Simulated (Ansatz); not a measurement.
Structures of equal composition on the (111)A surface of zinc-blende BN (B plane on top): 2x2 Al adatom at H3; 2x2 Al adatom at T4. The slabs share one bottom face, and each structure is named by its start. These are constructed structures in small cells; real faces may alloy, dewet or reconstruct in larger ones, and not all known structures of the face are among them. Slabs of about 11 Å with all that they carry, Fermi-Dirac smearing of 0.025 eV. Bottom of the slabs: H caps. Relaxed from the named starts with such symmetry as they have, on meshes of like density; energies extrapolated to zero smearing; no spin-orbit coupling, no U. Spin-polarised runs, if any, are marked in brackets, and their order is one that fits the cell; the others ran without spin. Where a second, spin-polarised start was run, the lower counts.

Host crystal: zinc-blende BN, with a band gap (PBE, scalar-relativistic without spin-orbit coupling).

The numbers are results of PBE (plane waves to 420 eV, PAW; Ansatz, a quantum-chemistry and plane-wave program), not measurements.

Task: Order them by energy per 1x1 cell (lowest first) at the level PBE.

Result: 2x2 Al adatom at T4 (0.000 eV, gap 0.45 eV on the mesh), 2x2 Al adatom at H3 (0.190 eV, a narrow gap of 0.08 eV by band count)
